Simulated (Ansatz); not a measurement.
**A computed series for BaTiO3: pressure series**

Start from BaTiO₃ in the cubic perovskite structure (space group Pm-3m, No. 221; a = 3.970 Å).

Cell and atoms are relaxed at each pressure.

Calculations: PBEsol in Ansatz (plane waves to 420 eV, PAW, no spin-orbit coupling).

Question: Only one of these has a direct gap. Which?
A. pressure 60 GPa
B. pressure 4.2 GPa
C. pressure −2 GPa
D. pressure −1 GPa

Answer: A, pressure 60 GPa. Computed: pressure −1 GPa: indirect, R → Γ; pressure −2 GPa: indirect, R → Γ; pressure 4.2 GPa: indirect, R → Γ; pressure 60 GPa: direct at Γ

Load acts through the strain it causes; cell and atoms are relaxed under it. No phonon test of stability was made. No other phases were tried under pressure. All final runs are without spin polarisation. Many cubic perovskites are stable only at high temperature; tilts and polar distortions were not tested. This is not the structure that BaTiO3 has at room temperature and ambient pressure.

Ansatz is a program for electronic structure.
